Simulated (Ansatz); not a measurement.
The slab is Si(111) 1x1 surface, 6 top atoms, 3 bilayers, bottom bilayer H-capped and fixed, every top atom capped by H; cell 11.5 x 6.6 Å; one H replaced by OH; about 7 Å thick over the host's atoms, 18 atoms held. All values below come from PBE-D3(BJ) (plane waves to 420 eV, PAW; Ansatz, a quantum-chemistry and plane-wave program). k mesh 1 x 2 x 1. The slab states were run without spin polarisation. Slab thickness, cell and mesh are as stated and are not converged limits. Each barrier is the saddle point's height over the relaxed start (climbing-image NEB, finished by a saddle search where needed); no vibrational corrections are included. A partial Hessian shows a single imaginary mode at the top, within the atoms moved. The ends were relaxed from one prepared geometry each.

Step: the surface fragment of SiH2Cl2 exchanges a second ligand with a neighbouring Si-H group, starting from the surface left by an earlier step (SiH2Cl2 exchanges a ligand with a surface O-H group and HCl forms), after HCl has left.

Start:

| atom | x (Å) | y (Å) | z (Å) |
|---|---|---|---|
| Si(1) | 1.905 | 3.345 | 9.509 |
| Si(2) | 1.918 | 1.128 | 8.753 |
| Si(3) | -0.005 | 4.447 | 8.742 |
| H(15) | 1.886 | 3.363 | 11.008 |
| Si(19) | 3.826 | 4.446 | 8.754 |
| O(47) | 5.829 | 3.448 | 11.174 |
| Si(a0) | 5.683 | 2.612 | 12.571 |
| Cl(a2) | 3.721 | 2.619 | 13.221 |
| H(a3) | 6.499 | 3.297 | 13.605 |
| H(a4) | 6.066 | 1.189 | 12.376 |

End:

```
atom    x (Å)  y (Å)   z (Å)
------  -----  -----  ------
Si(1)   2.050  3.357   9.537
Si(2)   1.949  1.147   8.744
Si(3)   0.048  4.450   8.885
H(15)   1.384  4.643  13.022
Si(19)  3.822  4.471   8.494
O(47)   4.980  3.315  11.050
Si(a0)  3.370  3.323  11.527
Cl(a2)  0.168  4.195  13.058
H(a3)   3.158  4.540  12.386
H(a4)   3.137  2.115  12.371
```

Give the geometry at the top of the path.


```
atom    x (Å)  y (Å)  z (Å)
------  -----  -----  -----
Si(1)    2.06   3.37   9.37
Si(2)    1.95   1.11   8.75
Si(3)    0.03   4.46   8.84
H(15)    1.92   3.43  11.04
Si(19)   3.88   4.50   8.49
O(47)    4.95   3.34  11.02
Si(a0)   3.47   3.26  11.82
Cl(a2)   0.94   3.22  12.61
H(a3)    3.49   4.48  12.66
H(a4)    3.41   1.87  12.30
```
It lies 2.21 eV over the start.
